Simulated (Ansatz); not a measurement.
Candidates (primitive cells; geometry: cell and atoms relaxed with PBEsol):
A. KMgH$_{3}$ (Pm-3m), a = 3.976 Å, b = 3.976 Å, c = 3.976 Å, α = 90.00°, β = 90.00°, γ = 90.00°
B. SiO2 (P3_121), a = b = 4.9489 Å, c = 5.4413 Å, α = β = 90.00°, γ = 120.00°
C. RbLaS$_{2}$ (R-3m), a = b = c = 7.934 Å, α = β = γ = 31.20°
D. TiO2 (P4_2/mnm), a = b = 4.591 Å, c = 2.939 Å, α = β = γ = 90.00°
E. NaCl (Fm-3m), a = b = c = 3.9612 Å, α = β = γ = 60.00°

### Question
Rank these by hole conductivity mass (highest first), as PBEsol, rigid bands run with Ansatz (a first-principles code) gives it.

### Answer
B (4.9 mₑ), E (3.1 mₑ), D (2.2 mₑ), C (1.56 mₑ), A (0.68 mₑ)

Masses are for dilute carriers at 300 K, harmonic means over directions unless an axis is named. Spin-orbit coupling is left out.

Formula and space group known from diffraction (Crystallography Open Database), not checked to be the room-temperature form: KMgH3 (Pm-3m), RbLaS2 (R-3m).
